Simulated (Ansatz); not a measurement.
By PBEsol, the system below comes out a metal.

Without scattering a metal conducts by its projected Fermi surface.

Data:

```
CELL_PARAMETERS angstrom
      3.10060     0.00000     0.00000
      0.00000     3.10060     0.00000
      1.55030    -1.55030     2.19246
ATOMIC_POSITIONS crystal
  Nb 0.50000 0.50000 0.00000
  N  0.00000 0.00000 0.00000
```

The cell was relaxed by PBE-D3(BJ); by PBEsol it stands under a pressure of -1.1 GPa.

The current flows along the normal of the first two printed cell vectors, the (001) plane of the conventional cell. No spin-orbit coupling; the value is a mean over 0.1 eV about the Fermi level.

**Question.** Give the ballistic conductance per area that Ansatz (a first-principles code) with PBEsol yields.

**Answer.** 1.5 × 10¹⁵ S/m² for both spins.
